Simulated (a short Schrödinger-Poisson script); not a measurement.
Structure: gated In0.52Al0.48As/In0.53Ga0.47As modulation-doped gas in a quantum well, at 77 K.

```
layer        material  thickness (nm)  Nd (cm⁻³)  Na (cm⁻³)
-----  --------------  --------------  ---------  ---------
1      In0.52Al0.48As               8          -          -
2      In0.52Al0.48As              10     2.4e18          -
3      In0.52Al0.48As              20          -          -
4      In0.53Ga0.47As              20          -          -
5      In0.52Al0.48As            4000          -       2e15
```

Constants are typed, rounded textbook-type inputs, not results; the design itself was drawn at random and stands for no fabricated device. In0.52Al0.48As: permittivity 12.5, conduction-band edge (eV) 0.52, gap (eV) 1.45, electron mass (mₑ) 0.075, Nv at 300 K (cm⁻³) 1.1e19. In0.53Ga0.47As: permittivity 13.9, conduction-band edge (eV) 0, gap (eV) 0.74, Nv at 300 K (cm⁻³) 7.7e18.

Channel valleys (confinement mass, in-plane density-of-states mass, number): Γ 0.041, 0.041, 1. At the gate the conduction-band edge of layer 1 lies 0.65 eV − eVg above the Fermi level of the channel; the field vanishes at the back. Donor level 0.05 eV below the band edge. The barrier under the gate holds no holes. Gaps are held at their typed values at every temperature. Mesh 0.08 nm at interfaces.

Solved with a short Schrödinger-Poisson script written for these runs: 1D Poisson equation in equilibrium, electrons quantum, Hartree (BenDaniel-Duke, 40 states a valley, the channel's in-plane mass for all, wave functions free to enter the barrier), parabolic valleys, classical holes, donors ionised by Fermi statistics, acceptors fully, no traps, pinning or gate leakage.

The same stack at other levels of the model or other numerical settings:

| run | sheet density of all electrons at Vg = 0.4 V (cm⁻²) | sheet density of all electrons at Vg = -0.1 V (cm⁻²) | capacitance at Vg = 0.4 V (μF/cm²) | centroid of the channel electrons at Vg = 0.4 V (nm) | rough cost against the base |
|---|---|---|---|---|---|
| base | 8.43e11 | 1.50e11 | 0.739 | 6.58 | about 1 |
| electrons treated as classical, Boltzmann | 1.07e12 | … | 0.489 | 1.46 | 0.02 |
| electrons treated as classical, Fermi-Dirac | 8.91e11 | 1.75e11 | … | 5.54 | 0.1 |
| electrons treated as quantum, Hartree plus LDA exchange-correlation | … | 1.59e11 | 0.729 | 6.43 | about 1 |
| mesh six times as coarse | 8.43e11 | 1.50e11 | 0.739 | 6.56 | 0.2 |
| one subband a valley | 8.40e11 | 1.50e11 | 0.740 | 6.46 | 0.2 |

What belongs in the gaps?


- electrons treated as quantum, Hartree plus LDA exchange-correlation, sheet density of all electrons at Vg = 0.4 V (cm⁻²): 8.66e11
- electrons treated as classical, Boltzmann, sheet density of all electrons at Vg = -0.1 V (cm⁻²): 2.05e11
- electrons treated as classical, Fermi-Dirac, capacitance at Vg = 0.4 V (μF/cm²): 0.714

The classical rows ignore confinement, and Boltzmann statistics overrate the density once the band edge passes the Fermi level.
